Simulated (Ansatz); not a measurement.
Carrier properties of LiF (Fm-3m)

```xyz
2
Lattice="0.0000 2.0039 2.0039 2.0039 0.0000 2.0039 2.0039 2.0039 0.0000" Properties=species:S:1:pos:R:3 pbc="T T T"
Li     0.0000     0.0000     0.0000
F      2.0039     2.0039     2.0039
```

Computed with PBEsol, rigid bands (plane waves, PAW, scalar-relativistic; Ansatz, a first-principles code). Cell: cell and atoms relaxed with PBEsol.

The band gap is 9.05 eV and the electron conductivity mass (300 K, dilute) is 0.90 mₑ. The hole conductivity mass (300 K, dilute) is 3.5 mₑ, the effective density of states N_c (300 K) is 2.1e19 cm⁻³ and the effective density of states N_v (300 K) is 2.3e21 cm⁻³. The density-of-states mass, electrons comes out as 0.90 mₑ and the density-of-states mass, holes is 20 mₑ. The Seebeck coefficient, n-type 1e19 cm⁻³, 300 K is -283 μV/K and the best n-type power factor at 300 K for τ = 10 fs (best axis; densities from 1e16 to 1e21 cm⁻³ tried, whether or not they can be reached) comes out as 3.9 μW/(cm·K²) at 1e20 cm⁻³. The Seebeck coefficient, p-type 1e19 cm⁻³, 300 K is 652 μV/K.

Rigid bands; masses and Seebeck coefficients take one relaxation time τ for all states and one kind of carrier; polarons and phonon drag are left out. Spin-orbit coupling is left out.
